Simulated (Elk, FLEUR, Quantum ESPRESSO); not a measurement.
# Code comparison for Eu2Ge3Au (P-6m2, 6 atoms in the cell)

Self-consistent single point.

```
CELL_PARAMETERS angstrom
      4.39137     0.00000     0.00000
     -2.19569     3.80304     0.00000
      0.00000     0.00000     8.72413
ATOMIC_POSITIONS crystal
  Eu 0.66667 0.33333 0.24507
  Eu 0.66667 0.33333 0.75493
  Ge 0.00000 0.00000 0.50000
  Ge 0.33333 0.66667 0.00000
  Ge 0.33333 0.66667 0.50000
  Au 0.00000 0.00000 0.00000
```
Moments meant for the start (each program seeds them in its own way; μB, in the order of the atoms Eu Eu Ge Ge Ge Au): 7.0 7.0 0.0 0.0 0.0 0.0.

All programs got the same cell, k-point mesh and kind of occupations, and the same starting moments (in Quantum ESPRESSO's words: occupations = smearing; smearing = gaussian; degauss = 0.019992 Ry; nspin = 2; K_POINTS = automatic 4 4 2 0 0 0); potentials, basis and cutoffs are each program's usual ones.

```json
[
 {"code": "Quantum ESPRESSO", "model": "PBEsol, SSSP 1.1.2 efficiency (PBE) pseudopotentials", "largest force (eV/Å)": "0.003", "size of the net moment (μB/atom)": "2.25", "k-points": "8", "cutoff": "60 Ry"},
 {"code": "FLEUR", "model": "PBEsol, all-electron FLAPW (FLEUR), scalar-relativistic valence", "largest force (eV/Å)": "0.018", "size of the net moment (μB/atom)": "2.27", "k-points": "8", "cutoff": "Kmax 3.8 1/bohr"},
 {"code": "Elk", "model": "PBEsol, all-electron FP-LAPW, Elk's shipped species files, APW+lo basis with extra local orbitals", "largest force (eV/Å)": "–", "size of the net moment (μB/atom)": "2.28", "k-points": "10", "cutoff": "rgkmax 7.5"}
]
```

A dash marks a value that a program does not give, or that is left out as unsure.

The spread over the programs that give each value: largest force within 0.015 eV/Å; size of the net moment within 0.03 μB/atom.

The starting cell comes from a database of computed structures (which also holds hypothetical and non-ambient phases and stackings), without a prior relaxation at this level. On Quantum ESPRESSO's run: Spin-orbit coupling is off. The magnetic order is the one reached from the typed start; others were not searched systematically. With U or open f shells several self-consistent states can exist. The f electrons are in the valence without U or exact exchange, which can misplace them near the Fermi level. Spin-orbit terms, which matter for f shells, are left out. In the base run, with a pressure of about -4 GPa the cell is away from its equilibrium volume at this level. Without a gap this mesh is coarse (it stands for a supercell whose shortest vector is 17 Å).

Problem. Why do the programs differ, and what cannot be compared?

Solution. Differences of this kind can come from the potentials, where these differ, and from what each basis and cutoff leave unconverged. The valence holds different numbers of electrons (Quantum ESPRESSO 95, FLEUR 93). The zero of total energies and Fermi levels follows the potentials and each program's conventions, so they are not compared here. FLEUR and Elk treat all electrons, but the usual bases taken here (sphere radii, linearisation, local orbitals, empty states) were not tested for convergence, so the values are no reference for the others. Site moments depend on each program's spheres or projections; the total moment of the cell does not. The programs reduce the same mesh by symmetry to different extents, which changes the work and not the result.

The shared mesh is coarse (it stands for a supercell whose shortest vector is 17 Å), so the values are not converged in it.

Left out of this page: Ansatz (with a known weakness of the program).
